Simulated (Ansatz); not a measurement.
The reference is ZnS in the zinc blende structure (space group F-43m, No. 216; a = 5.389 Å).

All numbers come from DFT with r2SCAN, PAW potentials and a 500 eV plane-wave cutoff in Ansatz (a program for electronic structure), without spin-orbit coupling.

Strains are applied to the cell and any free atomic positions relax.

One change was made to it. Results:

```csv
quantity,base,after
energy relative to the base (free energy F),0 meV/atom,+29 meV/atom
electron mass,0.19 mₑ (at Γ),0.21 mₑ (at Γ)
"hole mass (degenerate bands, along [100])","0.21, 0.68, 0.68 mₑ (at Γ)","0.23, 0.62, 0.62 mₑ (at Γ)"
band gap,2.70 eV,3.06 eV
```

Problem. Which change produced these results?
(A) isotropic strain −1.50 %
(B) isotropic strain −2.50 %
(C) isotropic strain −2.00 %

Solution. B, isotropic strain −2.50 %. For comparison, the band gap in the other runs: isotropic strain −2.00 % gives 2.99 eV; isotropic strain −1.50 % gives 2.91 eV.

Masses are band curvatures over ±0.01 Å⁻¹ around the edge. No phonon test of stability was made.
